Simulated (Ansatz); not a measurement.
Band structure of TiTe (Pm-3m, 2 atoms in the cell).

```xyz
2
Lattice="3.5451 0.0000 0.0000 0.0000 3.5451 0.0000 0.0000 0.0000 3.5451" Properties=species:S:1:pos:R:3 pbc="T T T"
Ti     0.0000     0.0000     0.0000
Te     1.7726     1.7726     1.7726
```

Computed with PBE (plane waves, PAW; Ansatz, a program for electronic structure).

Settings: basis.ecutwfc = 420 eV; kpoints.mp_grid.grid = 9 9 9; kpoints.mp_grid.shift = 0.5 0.5 0.5; hamiltonian.xc = pbe; hamiltonian.pseudopotentials = {kind: paw} (the program's default PAW files); scf.occupations.method = cold; scf.occupations.width = 0.05 eV; kpoints.band_path.npoints = 16.

The starting cell was generated: these elements placed on a structure prototype, without a prior relaxation; it need not be a known phase or ordering of this composition. Spin-orbit coupling is off. Spin polarisation is off, so a magnetic state, if there is one, cannot be reached.

Levels in eV from the Fermi level, bands 11 to 17:
```
point     11     12     13     14     15    16    17
-----  -----  -----  -----  -----  -----  ----  ----
Γ      -1.28  -1.28  -1.12  -1.12  -1.12  0.92  0.92
X      -6.83  -1.78  -1.78  -0.72   1.00  1.45  3.14
M      -5.14  -5.14  -1.67   0.20   0.20  0.72  0.89
R      -5.00  -5.00  -5.00   1.50   1.50  1.50  1.57
```

Bands cross the Fermi level along this path, so the cell is metallic at this level.

Keys are those of Ansatz 0.2.
